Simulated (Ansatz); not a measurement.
Base system: a 24-atom supercell of MgO in the rock salt structure (space group Fm-3m, No. 225) at its relaxed geometry.

```
CELL_PARAMETERS angstrom
      0.00000     4.21489     4.21489
      4.21489    -4.21489     4.21489
      4.21489     4.21489     0.00000
ATOMIC_POSITIONS crystal
  O  0.00000 0.00000 0.00000
  O  0.00000 0.00000 0.50000
  O  0.16667 0.33333 0.16667
  O  0.16667 0.33333 0.66667
  O  0.33333 0.66667 0.33333
  O  0.33333 0.66667 0.83333
  O  0.50000 0.00000 0.00000
  O  0.50000 0.00000 0.50000
  O  0.66667 0.33333 0.16667
  O  0.66667 0.33333 0.66667
  O  0.83333 0.66667 0.33333
  O  0.83333 0.66667 0.83333
  Mg 0.33333 0.16667 0.33333
  Mg 0.33333 0.16667 0.83333
  Mg 0.50000 0.50000 0.50000
  Mg 0.50000 0.50000 0.00000
  Mg 0.66667 0.83333 0.66667
  Mg 0.66667 0.83333 0.16667
  Mg 0.83333 0.16667 0.33333
  Mg 0.83333 0.16667 0.83333
  Mg 0.00000 0.50000 0.50000
  Mg 0.00000 0.50000 0.00000
  Mg 0.16667 0.83333 0.66667
  Mg 0.16667 0.83333 0.16667
```

Calculations: PBEsol/PAW in Ansatz (a quantum-chemistry and plane-wave program), no spin-orbit coupling, earlier PAW set.

Before the change:

The gap of the supercell is 4.62 eV and the pressure is 0.0 GPa.

The change: a neutral Mg interstitial (started 1.83 Å from the nearest host atom), atoms relaxed at fixed cell, starting from a slightly rattled geometry.

Question: How does this affect the gap of the supercell?

Answer: The gap of the supercell decreases by 3.785 eV, from 4.62 eV to 0.84 eV.

Question: How does this affect the largest displacement of a host atom from its site in the perfect cell?

Answer: The largest displacement of a host atom from its site in the perfect cell is 1.08 Å.

Question: Estimate the effect on the final site of the added atom.

Answer: The final site of the added atom is 4 O at 1.84–2.59 Å.

Question: What happens to the pressure?

Answer: The pressure goes from zero to 24.7 GPa.

The magnetic state is the one reached from the starting moments; the real material's order can differ, and small cells can't hold many antiferromagnetic ones. The cell is small, so the values are those of an ordered compound at a high defect concentration; dilute-limit values will differ. Seeded moments were not kept for Mg interstitial (started 1.83 Å from the nearest host atom). The defect cell is spin-polarised and ends with 0.0 μB.
